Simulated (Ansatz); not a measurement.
A series of runs on MnB4W3 (P1, 8 atoms in the cell)

```
CELL_PARAMETERS angstrom
      3.06976     0.00000     0.00000
      0.00000     3.14095     0.00000
      0.00000     0.00000     8.27453
ATOMIC_POSITIONS crystal
  Mn 0.03364 0.02546 0.13983
  B  0.04235 0.97894 0.41262
  B  0.97437 0.48638 0.94720
  B  0.48290 0.51324 0.07827
  B  0.49617 0.97212 0.56559
  W  0.96954 0.49002 0.63917
  W  0.50712 0.52612 0.35486
  W  0.49391 0.00771 0.86247
```
Moments meant for the start (each program seeds them in its own way; μB, in the order of the atoms Mn B B B B W W W): 4.0 0.0 0.0 0.0 0.0 0.0 0.0 0.0.

Base run A: LDA (PW92), default PAW files made with PBE (Ansatz, a quantum-chemistry and plane-wave program), self-consistent single point.

Its settings: kpoints.mp_grid.grid = 6 6 3; hamiltonian.xc = lda; hamiltonian.pseudopotentials = {kind: paw} (the program's default PAW files); magnetization.spin_polarized = true; scf.occupations.method = gaussian; scf.occupations.width = 0.136 eV.

The starting cell comes from a database of computed structures (which also holds hypothetical and non-ambient phases and stackings), without a prior relaxation at this level. Its atoms were displaced at random from the sites of space group no. 25. With one magnetic atom in the cell only a parallel order is possible. In the base run, with a pressure of about -8 GPa the cell is away from its equilibrium volume at this level. In the base run, forces exceed 1 eV/Å. Ansatz's pressure includes its estimate of the finite-basis (Pulay) stress. Without a gap this mesh is coarse (it stands for a supercell whose shortest vector is 18 Å).

ΔF is the free energy per atom less that of run A. 

Run A gave: pressure (GPa) -8.39; largest force (eV/Å) 3.246; size of the net moment (μB/atom) 0.23; iterations 14.

Runs:
- B: scf.mixing.algorithm, scf.mixing.ndim = anderson, default
- C: scf.mixing.algorithm, scf.mixing.ndim = anderson, 12
- D: scf.mixing.algorithm, scf.mixing.ndim = broyden, default
- E: scf.mixing.algorithm, scf.mixing.ndim = broyden, 1
- F: scf.mixing.algorithm, scf.mixing.ndim = msr1, default
- G: scf.mixing.algorithm, scf.mixing.ndim = msr1, 1

**Question.** Which runs reach the base run's state, and which is quickest in iterations?

**Answer.** Runs B, C, D, E, F, G gave the same state as A (within 1 meV/atom and 0.1 μB a site). The fewest iterations to that state were 14 (A, F); the most were 45.

```csv
run,ΔF (meV/atom),pressure (GPa),largest force (eV/Å),size of the net moment (μB/atom),iterations
A,0.00,-8.39,3.246,0.23,14
B,0.00,-8.39,3.246,0.23,19
C,0.00,-8.39,3.245,0.23,19
D,0.00,-8.39,3.245,0.23,19
E,0.00,-8.39,3.245,0.23,30
F,0.00,-8.39,3.246,0.23,14
G,0.00,-8.39,3.246,0.23,45
```

Keys are those of Ansatz 0.2.
